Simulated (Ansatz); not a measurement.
The starting structures come from a database of crystals and need not be the phases stable at ambient conditions.

 Where the default PAW files enter, the runs use the earlier of Ansatz's two default sets.

By PBEsol, the system below comes out a metal.

The ballistic (Sharvin) conductance counts the channels at the Fermi level: G/A = (e²/h) × channels of both spins per area.

Given:

```
CELL_PARAMETERS angstrom
      4.02390     0.00000     0.00000
     -2.01195    10.53632     0.00000
      0.00000     0.00000     3.89458
ATOMIC_POSITIONS crystal
  Y  0.41612 0.83224 0.25000
  Y  0.58388 0.16776 0.75000
  Ge 0.80962 0.61924 0.25000
  Ge 0.19038 0.38076 0.75000
  Ge 0.96218 0.92436 0.75000
  Ge 0.03782 0.07564 0.25000
  Ge 0.30751 0.61502 0.75000
  Ge 0.69249 0.38498 0.25000
```

Space group of this cell: Cmcm. The cell is taken as given; by PBEsol its mean pressure is -2.1 GPa.

The current flows along the normal of the first two printed cell vectors. No spin-orbit coupling; the value is a mean over 0.1 eV about the Fermi level.

Task: Estimate the ballistic conductance per area that PBEsol (Ansatz, a quantum-chemistry and plane-wave program) returns for this system.

Result: 0.58 × 10¹⁵ S/m² for both spins.
